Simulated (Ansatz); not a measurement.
## HfN (model structure, started from the CoSn type, P6/mmm, No. 191, 6 atoms in the cell): properties by level of theory

| level (code) | lattice constant a (Å) | c axis length (Å) |
|---|---|---|
| PBE (Ansatz) | 5.504 | ? |
| PBEsol (Ansatz) | ? | ? |
| PBE-D3(BJ) (Ansatz) | 5.457 | 3.195 |

Problem. Some entries are withheld; supply them.

Solution. 
- PBE (Ansatz, a program for electronic structure), c axis length (Å): 3.209
- PBEsol (Ansatz), lattice constant a (Å): 5.433
- PBEsol (Ansatz), c axis length (Å): 3.180

Ansatz's density-functional and Hartree–Fock values are scalar-relativistic unless marked +SOC, with PAW data made under PBE.

Computed values are for the static lattice.

A model structure was made by putting elements into a prototype or built by hand; it is no filed structure, need not be a known phase, and can be a saddle point held by its symmetry.
